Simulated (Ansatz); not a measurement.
Density of states of SiS2 (I-42d) above the conduction band minimum, PBEsol, rigid bands (Ansatz, an electronic-structure program); cell volume 130.2 Å³.

```csv
energy from edge (eV),10⁻³ states/eV/cell
0.006,26.6
0.031,59.8
0.056,80.9
0.081,99.2
0.106,116
0.131,131
0.156,147
0.181,161
0.206,220
0.231,412
0.256,536
0.281,665
0.319,1010
0.344,1090
0.369,1200
0.394,1340
0.419,1450
0.444,1600
0.469,1740
0.494,1880
0.519,2040
0.544,2250
0.569,2470
0.594,2720
```

### Question
What effective density of states at 300 K does this give (∫ g(E) exp(−E/k_BT) dE, both spins, divided by the cell's size)?

### Answer
9.8e18 cm⁻³, a density-of-states mass of 0.54 mₑ, valleys and band degeneracy included.

Spin-orbit coupling is left out. Geometry: cell and atoms relaxed with PBEsol.

Formula and space group known from diffraction (Crystallography Open Database), not checked to be the room-temperature form: SiS2 (I-42d).
